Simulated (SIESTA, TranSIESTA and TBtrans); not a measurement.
**Fe chain with one Al atom in place of Fe**

Device: Fe chain with one Al atom in place of Fe. Leads: straight Fe chain, spacing 2.385 Å. Geometry: 3 atoms about the centre moved by SIESTA (PBE, DZP) to a largest force of 0.02 eV/Å, all others as built, motion along the axis alone.

Method: TranSIESTA and TBtrans, PBE, DZP numerical orbitals (energy shift 0.15 eV), PseudoDojo norm-conserving scalar-relativistic potentials, mesh cutoff 200 Ry, 300 K, spin-polarised (collinear), no spin-orbit coupling; self-consistent non-equilibrium Green functions.

- Conductance at 300 K (G0 = 2e²/h) = 1.78
- Thermopower (μV/K) = -9.3
- Mean T from −0.5 to 0.5 eV = 1.45
- Spin polarisation of the conductance, (up − down)/(up + down) = -0.46

Energies count from the leads' Fermi level. Transmissions are for each spin. The energy step is 0.01 eV; narrower resonances are cut or missed.

| E (eV) | T up | T down | lead channels up | down |
|---|---|---|---|---|
| -1.95 | 1.02 | 0.89 | 4 | 1 |
| -1.80 | 1.07 | 0.92 | 4 | 1 |
| -1.65 | 0.91 | 0.95 | 1 | 1 |
| -1.50 | 0.97 | 0.98 | 1 | 1 |
| -1.35 | 0.99 | 0.99 | 1 | 1 |
| -1.20 | 1.00 | 1.00 | 1 | 1 |
| -1.05 | 1.00 | 1.00 | 1 | 1 |
| -0.90 | 0.99 | 0.98 | 1 | 1 |
| -0.75 | 0.99 | 1.06 | 1 | 3 |
| -0.60 | 0.98 | 1.05 | 1 | 3 |
| -0.45 | 0.98 | 1.10 | 1 | 4 |
| -0.30 | 0.97 | 1.18 | 1 | 4 |
| -0.15 | 0.96 | 1.58 | 1 | 4 |
| 0.00 | 0.96 | 2.69 | 1 | 4 |
| 0.15 | 0.95 | 2.55 | 1 | 4 |
| 0.30 | 0.94 | 2.16 | 1 | band edge |
| 0.45 | 0.92 | 2.48 | 1 | band edge |
| 0.60 | 0.91 | 2.20 | 1 | 4 |
| 0.75 | 0.89 | 2.33 | 1 | 4 |
| 0.90 | 0.87 | 2.47 | 1 | 4 |
| 1.05 | 1.11 | 2.62 | 3 | 4 |
| 1.20 | 1.93 | 2.67 | 3 | 4 |
| 1.35 | 2.28 | 0.69 | 3 | 2 |
| 1.50 | 2.40 | 0.75 | 3 | 1 |
| 1.65 | 2.42 | 1.59 | 3 | 3 |
| 1.80 | 2.39 | 2.18 | 3 | 3 |
| 1.95 | 2.33 | 2.30 | 3 | 3 |

The magnetic order of the leads was set by the start, and no other order was tried; the separate lead runs end at 3.46 (left) and 3.46 (right) μB an atom. The straight chain is held at its spacing; free chains may zigzag or dimerise.
